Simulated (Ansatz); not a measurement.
An Ansatz (a quantum-chemistry and plane-wave program) run: BaZrO3; PBEsol (Ansatz, PAW, no spin-orbit coupling).

Input:

Ansatz 0.2 input:
```yaml
crystal:
  lattice:
    - [-2.9486633547, 2.9486633547, 4.190147524]
    - [2.9486633547, -2.9486633547, 4.190147524]
    - [2.9486633547, 2.9486633547, -4.190147524]
  atoms:
    - { symbol: Ba, position: [0.75, 0.25, 0.5] }
    - { symbol: Ba, position: [0.25, 0.75, 0.5] }
    - { symbol: Zr, position: [0, 0, 0] }
    - { symbol: Zr, position: [0.5, 0.5, 0] }
    - { symbol: O, position: [0.75, 0.75, 0] }
    - { symbol: O, position: [0.25, 0.25, 0] }
    - { symbol: O, position: [0.2261136591, 0.7261136591, 0.9522273182] }
    - { symbol: O, position: [0.7738863409, 0.2738863409, 0.0477726818] }
    - { symbol: O, position: [0.7261136591, 0.7738863409, 0.5] }
    - { symbol: O, position: [0.2738863409, 0.2261136591, 0.5] }
basis: { ecutwfc: 420, ecutrho_ratio: 4, xc_grid: 2, fft_grid_basis: typed }
kpoints: { mp_grid: { grid: [8, 8, 8] } }
hamiltonian:
  xc: pbesol
  dispersion: none
  pseudopotentials: { kind: paw }
scf: { occupations: { method: fermi_dirac, width: 0.05 }, convergence: { dr2_threshold: 0.000000001 } }
output: { forces: true, stress: true }
```

Output (explanatory and most iteration lines left out):

```
Pseudopotential: Ba, paw, valence charge 10
Pseudopotential: Zr, paw, valence charge 12
Pseudopotential: O, paw, valence charge 6
Crystal: 10 atoms, lattice volume = 145.727 Å³
Basis set: ecut = 420 eV, 2775 PW (Γ), exchange–correlation on 80×80×80 points (8 copies of the dense FFT grid, shifted against one another)
Bands: 50, of which v1, the nominal top of the filled ones, is band 40 counted from 1 (39 counted from 0)
Symmetry: 16 space group operations
Space group: I4/mcm (ITA 140), of the structure as read, at distance tolerance 5.3e-5 Å
k-points: 59 of 512
Functional: x = pbesol(κ = 0.804, μ = 0.12345679012345678), c = pbesol(β = 0.046)
SCF iter   1: F=—  HF=-23366.077573 eV  |F-HF|=—  |Δ(HF+E_count)|=         —  Δρ=1.59e-2  dr2=3.19e-1  ethr=1.77e-3  ⟨swp⟩=9.1  Hψ=14295  notcnv=0  defer=35
SCF iter   2: F=—  HF=-23366.004085 eV  |F-HF|=—  |Δ(HF+E_count)|=   7.35e-2  Δρ=4.85e-3  dr2=2.30e-2  ethr=3.99e-4  ⟨swp⟩=2.7  Hψ=5715  notcnv=0  defer=193
SCF 1 converged in 9 iterations: F = -23365.998875 eV  dr2 = 2.70e-11
SCF converged after 9 iterations
Free energy (F): -23365.998875 eV
Internal energy: -23365.998875 eV  (E = F + TS)
E sigma→0 (E₀):  -23365.998875 eV
Fermi energy:    11.420993 eV
--- Forces (eV/Å), atoms counted from 1 ---
  atom   1  Ba     0.00000000     0.00000000     0.00000000
  atom   2  Ba    -0.00000000     0.00000000    -0.00000000
  atom   3  Zr     0.00000000     0.00000000    -0.00000000
  atom   4  Zr    -0.00000000     0.00000000     0.00000000
  atom   5  O      0.00000000     0.00000000    -0.00000000
  atom   6  O      0.00000000     0.00000000     0.00000000
  atom   7  O     -0.00010144    -0.00010144    -0.00000000
  atom   8  O      0.00010144     0.00010144     0.00000000
  atom   9  O      0.00010144    -0.00010144     0.00000000
  atom  10  O     -0.00010144     0.00010144    -0.00000000
--- Stress (GPa, compression-positive) ---
       -0.003832       0.000000       0.000000
        0.000000      -0.003832       0.000000
        0.000000      -0.000000      -0.003062
  P = ⅓ Tr σ = -0.0036 GPa (-0.036 kbar)
```

Whether these cells are dynamically stable was not tested. The cell is BaZrO3 (space group I4/mcm, No. 140; a cell from a computed database, its experimental status unchecked).
